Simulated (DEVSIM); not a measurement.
Device: abrupt Si p-n junction, at 300 K.

| layer (left to right) | material | thickness (μm) | Nd (cm⁻³) | Na (cm⁻³) | τn (s) | τp (s) |
|---|---|---|---|---|---|---|
| 1 | Si | 0.560 | - | 4.2e15 | 1e-7 | 1e-7 |
| 2 | Si | 180 | 1.3e15 | - | 1e-7 | 1e-7 |

Left contact: ohmic. Right contact: ohmic. Voltage is applied to the left contact. Recombination: SRH at mid-gap, radiative. Mobility is constant in doping.

This is a model device: material constants are rounded textbook-type values typed into the input, and sizes, dopings and lifetimes were drawn at random. Values at 300 K.

| parameter | Si |
|---|---|
| gap (eV) | 1.124 |
| affinity (eV) | 4.05 |
| permittivity | 11.7 |
| Nc (cm⁻³) | 2.86e19 |
| Nv (cm⁻³) | 3.1e19 |
| μn (cm²/Vs) | 1417 |
| μp (cm²/Vs) | 470 |
| B (cm³/s) | 4.7e-15 |

Model (solved in DEVSIM): 1D drift-diffusion, Boltzmann statistics, complete ionisation; no tunnelling, impact ionisation, image-force lowering or self-heating.

Q: Tabulate band edges, carrier densities and field at -20.0 V on the left contact.

A: Energies count from the Fermi level of the right contact; mesh points crowd at the junctions.

```
x (μm)   Ec (eV)  Ev (eV)  n (cm⁻³)  p (cm⁻³)  field (V/cm)
-------  -------  -------  --------  --------  ------------
0.000     20.894   19.770     28000    4.2e15        -47000
0.03571   20.724   19.600     26000    5.9e12        -49000
0.1254    20.262   19.138     28000    960000        -54000
0.3224    19.062   17.938     34000    660000        -67000
0.5032    17.740   16.616     38000    530000        -79000
0.5510    17.354   16.230     38000    510000        -82000
0.5821    17.098   15.974     40000    500000        -82000
0.6994    16.147   15.023     47000    500000        -80000
0.9538    14.180   13.056     63000    490000        -75000
1.604      9.743    8.619    120000    480000        -62000
3.381      1.958    0.834    570000    350000        -26000
10.62      0.258   -0.866    1.3e15     37000           ≈ 0
26.31      0.258   -0.866    1.3e15     77000           ≈ 0
66.42      0.258   -0.866    1.3e15     89000           ≈ 0
145.4      0.258   -0.866    1.3e15     89000           ≈ 0
167.4      0.258   -0.866    1.3e15     89000           ≈ 0
175.4      0.258   -0.866    1.3e15     89000           ≈ 0
178.6      0.258   -0.866    1.3e15     89000           ≈ 0
180.0      0.258   -0.866    1.3e15     89000           ≈ 0
180.4      0.258   -0.866    1.3e15     89000           ≈ 0
180.5      0.258   -0.866    1.3e15     89000           ≈ 0
180.6      0.258   -0.866    1.3e15     89000           ≈ 0
```
